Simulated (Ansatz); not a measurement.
## Response to strain in RuB2

Base system: RuB2 (space group Pmmn, No. 59).

```
CELL_PARAMETERS angstrom
      2.84949     0.00000     0.00000
      0.00000     4.62569     0.00000
      0.00000     0.00000     4.02364
ATOMIC_POSITIONS crystal
  B  0.00000 0.80386 0.36259
  B  0.00000 0.19614 0.36259
  B  0.50000 0.69614 0.63741
  B  0.50000 0.30386 0.63741
  Ru 0.00000 0.00000 0.84873
  Ru 0.50000 0.50000 0.15127
```

Cartesian axes are those of the cell as printed.

Strains are applied to the cell and any free atomic positions relax; under biaxial strain the out-of-plane vector relaxes too.

Computed with Kohn–Sham DFT with the PBEsol functional, run in Ansatz (a first-principles code) with PAW and 420 eV plane waves, scalar-relativistic without spin-orbit coupling.

Notes on the quantities. energy relative to the base: free energy F; pressure: mean of the normal stresses, compression positive.

```tsv
variant	energy relative to the base	pressure	space group	shortest interatomic distance
base	0 meV/atom	0.0 GPa	Pmmn (No. 59)	1.815 Å
biaxial strain −4.37 %, plane normal [001], relaxed out of plane	–	?	Pmmn (No. 59)	1.716 Å
isotropic strain +2.34 %	?	-18.3 GPa	Pmmn (No. 59)	1.858 Å
uniaxial strain ε_yy = +0.27 %	+0.1 meV/atom	-0.8 GPa	Pmmn (No. 59)	?
tensor shear ε_yz = +0.24 %	+0.1 meV/atom	0.0 GPa	P2_1/m (No. 11)	1.815 Å
```

Task: Some entries are withheld; estimate them.

Result: 
- biaxial strain −4.37 %, plane normal [001], relaxed out of plane, pressure: 23.3 GPa
- isotropic strain +2.34 %, energy relative to the base: +39 meV/atom
- uniaxial strain ε_yy = +0.27 %, shortest interatomic distance: 1.819 Å

Without a gap, meshes like the base's 16×10×12 leave anisotropic stresses uncertain by several tenths of a GPa, and small strain energies with them. Stability against distortions was not tested. The final runs are not spin-polarised.
